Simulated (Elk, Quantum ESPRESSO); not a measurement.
An Elk input for a self-consistent single point of ScAl₃ (Pm-3m, 4 atoms in the cell) (DFT, PBE, all-electron FP-LAPW, Elk's shipped species files, LAPW+lo basis):

```
tasks
  0

xctype
  20

rgkmax
  8.0

gmaxvr
  14.0

nxoapwlo
  1

stype
  3

swidth
  0.00367493

scale
  1.889726125

avec
    3.9179200000    0.0000000000    0.0000000000
    0.0000000000    3.9179200000    0.0000000000
    0.0000000000    0.0000000000    3.9179200000

sppath
  'species/'

atoms
  2   : nspecies
  'Sc.in'   : spfname
  1   : natoms; atposl, bfcmt below
  0.0000000000  0.0000000000  0.0000000000    0.0 0.0 0.0
  'Al.in'   : spfname
  3   : natoms; atposl, bfcmt below
  0.5000000000  0.0000000000  0.5000000000    0.0 0.0 0.0
  0.0000000000  0.5000000000  0.5000000000    0.0 0.0 0.0
  0.5000000000  0.5000000000  0.0000000000    0.0 0.0 0.0

ngridk
  7 7 7
```

Task: Give the Quantum ESPRESSO input for the same structure, mesh, smearing and functional.

Result: This is the input that was run; spellings and numerical settings could be chosen otherwise.

```fortran
&CONTROL
    calculation = 'scf',
    prefix = 'run',
    outdir = './tmp',
    pseudo_dir = './',
    tprnfor = .true.,
    tstress = .true.,
/
&SYSTEM
    ibrav = 0,
    nat = 4,
    ntyp = 2,
    ecutwfc = 55,
    ecutrho = 440,
    occupations = 'smearing',
    smearing = 'fd',
    degauss = 0.0073499,
/
&ELECTRONS
    conv_thr = 1.0d-10,
    mixing_beta = 0.7,
/
ATOMIC_SPECIES
Sc    44.9559  Sc.pbe-spn-rrkjus_psl.1.0.0.UPF
Al    26.9815  Al.pbe-n-rrkjus_psl.1.0.0.UPF
CELL_PARAMETERS {angstrom}
   3.9179200000     0.0000000000     0.0000000000
   0.0000000000     3.9179200000     0.0000000000
   0.0000000000     0.0000000000     3.9179200000
ATOMIC_POSITIONS {angstrom}
Sc    0.0000000000    0.0000000000    0.0000000000
Al    1.9589600000    0.0000000000    1.9589600000
Al    0.0000000000    1.9589600000    1.9589600000
Al    1.9589600000    1.9589600000    0.0000000000
K_POINTS {automatic}
7 7 7  0 0 0
```

Basis, cutoffs, solver keys and any potentials are the target program's own. This input uses DFT, PBE, plane waves, PSlibrary ultrasoft (PBE) pseudopotentials.

The starting cell comes from a database of computed structures (which also holds hypothetical and non-ambient phases and stackings), without a prior relaxation at this level. Its lattice was rescaled by a random factor within 2.5 % of one. For this run, on top of that: lattice scaled by 0.98.
